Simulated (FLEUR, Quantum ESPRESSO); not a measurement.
A FLEUR input for a self-consistent single point of Rb₂Te (Fm-3m, 3 atoms in the cell) (DFT, LDA (Vosko-Wilk-Nusair), all-electron FLAPW (FLEUR), scalar-relativistic valence):

Input of the input generator:

```
Rb2Te FLAPW
&input film=f /
0.0000000000 8.0901159608 8.0901159608
8.0901159608 0.0000000000 8.0901159608
8.0901159608 8.0901159608 0.0000000000
1.0
1.0 1.0 1.0

3
37 0.2500000000 0.2500000000 0.2500000000
37 0.7500000000 0.7500000000 0.7500000000
52 0.0000000000 0.0000000000 0.0000000000

&comp jspins=1 /
&exco xctyp='vwn' /
&kpt div1=6 div2=6 div3=6 gamma=t /
&end /
```

```xml
<?xml version="1.0" encoding="UTF-8" standalone="no"?>
<fleurInput fleurInputVersion="0.39">
   <comment>
      Rb2Te FLAPW                                                                                         
   </comment>
   <calculationSetup>
      <cutoffs Kmax="3.8" Gmax="15.2" GmaxXC="15.2" numbands="0"/>
      <scfLoop itmax="60" minDistance="0.00001" maxIterBroyd="40" imix="Anderson" alpha="0.05" precondParam="0.0" spinf="2.0"/>
      <coreElectrons ctail="T" frcor="F" kcrel="0" coretail_lmax="0"/>
      <xcFunctional name="vwn" relativisticCorrections="F"/>
      <magnetism jspins="1"/>
      <soc l_soc="F" theta="0.0" phi="0.0" spav="F"/>
      <expertModes spex="0" secvar="F"/>
      <geometryOptimization l_f="T" forcealpha="1.0" forcemix="BFGS" epsdisp="0.00001" epsforce="0.00001"/>
      <ldaU l_linMix="F" mixParam="0.05" spinf="1.0"/>
   </calculationSetup>
   <cell>
      <bzIntegration valenceElectrons="34.0" mode="hist" fermiSmearingEnergy="0.00073499">
         <kPointListSelection listName="default-1"/>
         <!-- k-points included here -->
         <xi:include xmlns:xi="http://www.w3.org/2001/XInclude" href="kpts.xml"> </xi:include>
      </bzIntegration>
      <!-- symmetry operations included here -->
      <xi:include xmlns:xi="http://www.w3.org/2001/XInclude" href="sym.xml"> </xi:include>
      <bulkLattice scale="1.0">
         <bravaisMatrix>
            <row-1>    0.0000000000000000     8.0901159608000004     8.0901159608000004</row-1>
            <row-2>    8.0901159608000004     0.0000000000000000     8.0901159608000004</row-2>
            <row-3>    8.0901159608000004     8.0901159608000004     0.0000000000000000</row-3>
         </bravaisMatrix>
      </bulkLattice>
   </cell>
   <atomSpecies>
      <species name="Rubidium (Rb)" element="Rb" atomicNumber="37">
         <mtSphere radius="2.68" gridPoints="925" logIncrement="0.014"/>
         <atomicCutoffs lmax="10" lnonsphr="8"/>
         <electronConfig flipSpins="F">
            <coreConfig>(1s1/2) (2s1/2) (2p1/2) (2p3/2) (3s1/2) (3p1/2) (3p3/2) (3d3/2) (3d5/2)</coreConfig>
            <valenceConfig>(4s1/2) (4p1/2) (4p3/2) (5s1/2)</valenceConfig>
            <stateOccupation state="(5s1/2)" spinUp="0.5" spinDown="0.5"/>
         </electronConfig>
         <energyParameters s="5" p="5" d="4" f="4"/>
         <lo type="SCLO" l="0" n="4" eDeriv="0"/>
         <lo type="SCLO" l="1" n="4" eDeriv="0"/>
      </species>
      <species name="Tellurium (Te)" element="Te" atomicNumber="52">
         <mtSphere radius="2.68" gridPoints="925" logIncrement="0.014"/>
         <atomicCutoffs lmax="10" lnonsphr="8"/>
         <electronConfig flipSpins="F">
            <coreConfig>(1s1/2) (2s1/2) (2p1/2) (2p3/2) (3s1/2) (3p1/2) (3p3/2) (4s1/2) (3d3/2) (3d5/2) (4p1/2) (4p3/2)</coreConfig>
            <valenceConfig>(5s1/2) (4d3/2) (4d5/2) (5p1/2) (5p3/2)</valenceConfig>
            <stateOccupation state="(5p1/2)" spinUp="0.6666666666667" spinDown="0.6666666666667"/>
            <stateOccupation state="(5p3/2)" spinUp="1.3333333333333" spinDown="1.3333333333333"/>
         </electronConfig>
         <energyParameters s="5" p="5" d="5" f="4"/>
         <lo type="SCLO" l="2" n="4" eDeriv="0"/>
      </species>
   </atomSpecies>
   <atomGroups>
      <atomGroup species="Rubidium (Rb)">
         <relPos label="                   1">1.000/4.000 1.000/4.000 1.000/4.000</relPos>
         <relPos label="                   2">-1.000/4.000 -1.000/4.000 -1.000/4.000</relPos>
         <force calculate="T" relaxXYZ="TTT"/>
      </atomGroup>
      <atomGroup species="Tellurium (Te)">
         <relPos label="                   3">.0000000000 .0000000000 .0000000000</relPos>
         <force calculate="T" relaxXYZ="TTT"/>
      </atomGroup>
   </atomGroups>
   <output dos="F" band="F" slice="F">
      <checks vchk="F" cdinf="F"/>
      <bandDOS minEnergy="-.5*Htr" maxEnergy="0.5*Htr" sigma="0.015" storeEVData="T"/>
      <vacuumDOS vacdos="F" integ="F" star="F" nstars="0" locx1="0.0" locy1="0.0" locx2="0.0" locy2="0.0" nstm="0" tworkf="0.0"/>
      <unfoldingBand unfoldBand="F" supercellX="1" supercellY="1" supercellZ="1"/>
      <plotting iplot="0" polar="F">
         <plot TwoD="T" vec1="  1.0  0.0  0.0" vec2="  0.0  1.0  0.0" vec3="  0.0  0.0  1.0" zero="  0.0  0.0  0.0" file="plot"/>
      </plotting>
      <chargeDensitySlicing numkpt="0" minEigenval="0.0" maxEigenval="0.0" nnne="0" pallst="F"/>
      <specialOutput eonly="F"/>
      <magneticCircularDichroism mcd="F" energyLo="-10.0" energyUp="0.0"/>
   </output>
  <!-- We include the file relax.xml here to enable relaxations (see documentation) -->
  <xi:include xmlns:xi="http://www.w3.org/2001/XInclude" href="relax.xml"> <xi:fallback/> </xi:include>
</fleurInput>
```

Q: Give the Quantum ESPRESSO input for the same structure, mesh, smearing and functional.

A: This is the input that was run; spellings and numerical settings could be chosen otherwise.

```fortran
&control
    calculation = 'scf',
    prefix = 'rb2te',
    outdir = './work',
    pseudo_dir = './',
    verbosity = 'high',
    tprnfor = .true.,
    tstress = .true.,
/
&system
    ibrav = 2,
    celldm(1) = 16.18023192,
    nat = 3,
    ntyp = 2,
    ecutwfc = 40,
    ecutrho = 200,
    occupations = 'smearing',
    smearing = 'fermi-dirac',
    degauss = 0.00147,
/
&electrons
    conv_thr = 1e-8,
    mixing_beta = 0.5,
/
ATOMIC_SPECIES
Rb    85.4678  rb_lda_v1.uspp.F.UPF
Te   127.6000  te_lda_v1.uspp.F.UPF
ATOMIC_POSITIONS angstrom
Rb   -2.14055250    2.14055250    2.14055250
Rb   -6.42165750    6.42165750    6.42165750
Te    0.00000000    0.00000000    0.00000000
K_POINTS automatic
6 6 6  0 0 0
```

Basis settings and potentials, where a program has them, do not carry over. This input uses DFT, LDA (PZ), plane waves, GBRV 1.5 ultrasoft (LDA) pseudopotentials. LDA parametrisations can differ slightly between programs. Both were run: gap on the mesh 1.655 eV in FLEUR and 1.648 in Quantum ESPRESSO.

On Quantum ESPRESSO: the starting cell comes from a database of computed structures (which also holds hypothetical and non-ambient phases and stackings), without a prior relaxation at this level. Spin-orbit coupling is off.

On FLEUR: the starting cell comes from a database of computed structures (which also holds hypothetical and non-ambient phases and stackings), without a prior relaxation at this level. Spin-orbit coupling is off. Values depend on the basis (sphere radii, cutoffs, local orbitals), which need not be converged.
